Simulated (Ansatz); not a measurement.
## Nb (I4/mmm): band-structure transport figures

Input:

```
Nb
1.0
   -1.64169     1.64169     1.63048
    1.64169    -1.64169     1.63048
    1.64169     1.64169    -1.63048
Nb
1
Cartesian
  0.00000   0.00000   0.00000
```

The numbers are results of PBEsol, rigid bands (plane waves, PAW, scalar-relativistic; Ansatz, an electronic-structure program), not measurements. Condition of this run: biaxial stress xx = yy = -1 GPa (compression positive) (the target of the relaxation). Cell: cell and atoms relaxed with PBEsol, then loaded as said.

```yaml
density of states at the Fermi level: 1.43 states/(eV·cell), both spins
bare Sommerfeld coefficient: 3.4 mJ/(mol of atoms·K²)
drude_plasma_energy: 9.4 eV
root-mean-square Fermi velocity: 6.4e5 m/s
resistivity times τ: 5.6 ×10⁻²² Ω·m·s
resistivity_times_mean_free_path: 3.8 ×10⁻¹⁶ Ω·m²
```

A metal at this level (no band gap); rigid bands, thermally averaged at 300 K, both spins. Spin-orbit coupling is left out. τ is one relaxation time for all states; the product of resistivity and mean free path takes one path for all states instead.
